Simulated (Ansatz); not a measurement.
A zone-centre phonon calculation of Sn (I4_1/amd, 2 atoms in the cell) with Ansatz (an electronic-structure program).

Computed with PBE (plane waves, PAW; Ansatz).

```yaml
crystal:
  lattice:
    - [-2.92374, 2.92374, 1.59477]
    - [2.92374, -2.92374, 1.59477]
    - [2.92374, 2.92374, -1.59477]
  atoms:
    - { symbol: Sn, position: [0.25000, 0.75000, 0.50000] }
    - { symbol: Sn, position: [0.00000, 0.00000, 0.00000] }
```

Reference input (self-consistent single point, DFT, PBE, plane waves, default PAW files): basis.ecutwfc = 30.9 Ry; kpoints.mp_grid.grid = 12 12 12; hamiltonian.xc = pbe; hamiltonian.pseudopotentials = {kind: paw} (the program's default PAW files); scf.occupations.method = gaussian; scf.occupations.width = 0.0073 Ry. This run's input differs from it in these lines:

Ansatz 0.2 input:
```diff
@@ -12,3 +12,3 @@
 kpoints:
-  mp_grid: { grid: [12, 12, 12] }
+  mp_grid: { grid: [11, 11, 11] }
 hamiltonian:
@@ -18,6 +18,4 @@
   occupations: { method: gaussian, width: 0.0073 Ry }
-output:
-  forces: true
-  eigenvalues: true
-  stress: true
+phonons:
+  method: dfpt
```

The program printed (abridged):

```
SCF iter   1: F=—  HF=-12048.333353 eV  |F-HF|=—  |Δ(HF+E_count)|=         —  Δρ=1.08e-3  dr2=4.13e-4  ethr=1.77e-3  ⟨swp⟩=5.6  Hψ=19452  notcnv=0
all-band conjugate gradients solve this SCF's bands
preconditioner: auto → Kerker (q_TF=auto, 2.441 Å⁻¹)
SCF iter   2: F=—  HF=-12048.332329 eV  |F-HF|=—  |Δ(HF+E_count)|=   1.02e-3  Δρ=7.08e-4  dr2=2.19e-4  ethr=1.47e-6  ⟨swp⟩=2.0  Hψ=8587  notcnv=0
   [... lines left out ...]
SCF iter   7: F=—  HF=-12048.332342 eV  |F-HF|=—  |Δ(HF+E_count)|=   2.74e-9  Δρ=2.27e-6  dr2=1.85e-9  ethr=3.65e-11  ⟨swp⟩=2.0  Hψ=6898  notcnv=0
SCF iter   8: F=—  HF=-12048.332342 eV  |F-HF|=—  |Δ(HF+E_count)|=  7.13e-10  Δρ=1.19e-6  dr2=5.20e-10  ethr=6.60e-12  ⟨swp⟩=2.0  Hψ=6823  notcnv=0
SCF iter   9: F=—  HF=-12048.332342 eV  |F-HF|=—  |Δ(HF+E_count)|=  3.13e-10  Δρ=5.17e-7  dr2=9.47e-11  ethr=1.86e-12  ⟨swp⟩=2.0  Hψ=6016  notcnv=0
SCF iter  10: F=-12048.332342 eV  HF=-12048.332342 eV  |F-HF|=5.46e-12  |Δ(HF+E_count)|=  6.00e-11  Δρ=3.43e-8  dr2=2.72e-13  ethr=1.00e-12  ⟨swp⟩=5.8  Hψ=19222  notcnv=0
SCF 1 converged in 10 iterations: F = -12048.332342 eV  dr2 = 2.72e-13
DFPT response loops at Γ: preconditioner auto → Kerker (q_TF=auto, 2.441 Å⁻¹) (partly filled bands, converged f_vac=0.000) …
Free energy (F): -12048.332342 eV
Internal energy: -12048.327031 eV  (E = F + TS)
E sigma→0 (E₀):  -12048.329686 eV
Entropy (-TS):   -0.005311 eV (-2.656 meV/atom)
Fermi energy:    10.671972 eV
--- Phonons (Γ-DFPT): 2 representative perturbations + reference, on 216 of 1331 k-points (Σ response iterations 6) ---
  k mesh reduced under 4 symmetry operations, with k and −k counted as one. Each operation leaves every solved displacement unchanged or reverses it
  ASR residual: 6.511e-5 → 0.000e0 eV/Å²; symmetrization residual: 1.591e-12 eV/Å²
  ASR residual per site (eV/Å²): 6.51e-5 6.51e-5
  Γ frequencies (cm⁻¹): 0.00 0.00 0.00 46.99 134.76 134.76
  non-analytic LO–TO correction: not included (Born effective charges unavailable; polar crystals: no LO–TO splitting at Γ)
```

The run converged in 10 iterations. 

Summary of the result:
```
Item                                                                     Result
--------------------------------------------------------  ---------------------
Free energy E − TS (on the zero of these files)                  -12048.3323 eV
Fermi level (on the code's own zero)                                   10.67 eV
Zone-centre frequencies (cm⁻¹; negative means imaginary)  0, 0, 0, 47, 135, 135
```

The starting cell has typed, rounded lattice constants, without a prior relaxation at this level. Its lattice was rescaled by up to half a per cent.

Cost on one core of a shared machine: roughly 50 s.
